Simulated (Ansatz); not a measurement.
Cu, response to strain

Base system: Cu in the fcc (Cu type) structure (space group Fm-3m, No. 225; a = 3.564 Å; relaxed with 0.1 eV smearing). Axes: x, y, z lie along the cube axes.

Strains are applied to the cell and any free atomic positions relax.

Level of theory: PBEsol (Ansatz, a program for electronic structure; PAW; 420 eV plane waves; no SOC).

Notes on the quantities. pressure: mean of the normal stresses, compression positive; energy relative to the base: free energy F.

```csv
change,volume per atom,pressure,energy relative to the base
base,11.32 Å³,0.0 GPa,0 meV/atom
uniaxial strain ε_zz = −3.00 %,10.98 Å³,[?],+7.0 meV/atom
uniaxial strain ε_zz = −2.00 %,11.09 Å³,3.6 GPa,+3.1 meV/atom
uniaxial strain ε_zz = −1.50 %,11.15 Å³,2.6 GPa,+1.7 meV/atom
uniaxial strain ε_zz = −0.50 %,11.26 Å³,0.8 GPa,+0.2 meV/atom
uniaxial strain ε_zz = +1.00 %,11.43 Å³,-1.6 GPa,+0.7 meV/atom
uniaxial strain ε_zz = +1.50 %,11.49 Å³,-2.4 GPa,+1.6 meV/atom
uniaxial strain ε_zz = +2.00 %,11.54 Å³,-3.2 GPa,+2.9 meV/atom
uniaxial strain ε_zz = +2.50 %,11.60 Å³,-3.9 GPa,+4.5 meV/atom
uniaxial strain ε_zz = +3.00 %,11.65 Å³,[?],[?]
```

**Question.** Some entries are withheld; estimate them.

**Answer.** 
- uniaxial strain ε_zz = −3.00 %, pressure: 5.6 GPa
- uniaxial strain ε_zz = +3.00 %, pressure: -4.6 GPa
- uniaxial strain ε_zz = +3.00 %, energy relative to the base: +6.4 meV/atom

Stability against distortions was not tested. The final runs are not spin-polarised.
